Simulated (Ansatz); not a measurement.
# A computed series for Au: response to strain

Base system: Au in the fcc (Cu type) structure (space group Fm-3m, No. 225; a = 4.125 Å; relaxed with 0.1 eV smearing). Axes: x, y, z lie along the cube axes.

Strains are applied to the cell and any free atomic positions relax.

Level of theory: Kohn–Sham DFT with the r2SCAN functional, run in Ansatz (a program for electronic structure) with PAW and 500 eV plane waves, no spin-orbit coupling.

Notes on the quantities. pressure: mean of the normal stresses, compression positive; energy relative to the base: free energy F.

```json
[
 {"change": "base", "pressure": "0.0 GPa", "volume per atom": "17.54 Å³", "energy relative to the base": "0 meV/atom"},
 {"change": "uniaxial strain ε_zz = +0.50 %", "pressure": "-0.8 GPa", "volume per atom": "17.63 Å³", "energy relative to the base": "+0.2 meV/atom"},
 {"change": "uniaxial strain ε_zz = +1.00 %", "pressure": "-1.5 GPa", "volume per atom": "17.72 Å³", "energy relative to the base": "+0.9 meV/atom"},
 {"change": "uniaxial strain ε_zz = +1.50 %", "pressure": "-2.2 GPa", "volume per atom": "17.80 Å³", "energy relative to the base": "+1.9 meV/atom"},
 {"change": "uniaxial strain ε_zz = +2.00 %", "pressure": "-2.8 GPa", "volume per atom": "17.89 Å³", "energy relative to the base": "+3.4 meV/atom"},
 {"change": "uniaxial strain ε_zz = +2.50 %", "pressure": "-3.5 GPa", "volume per atom": "17.98 Å³", "energy relative to the base": "+5.3 meV/atom"},
 {"change": "uniaxial strain ε_zz = +3.00 %", "pressure": "-4.1 GPa", "volume per atom": "18.07 Å³", "energy relative to the base": "+7.5 meV/atom"}
]
```

Whether these cells are dynamically stable was not tested.
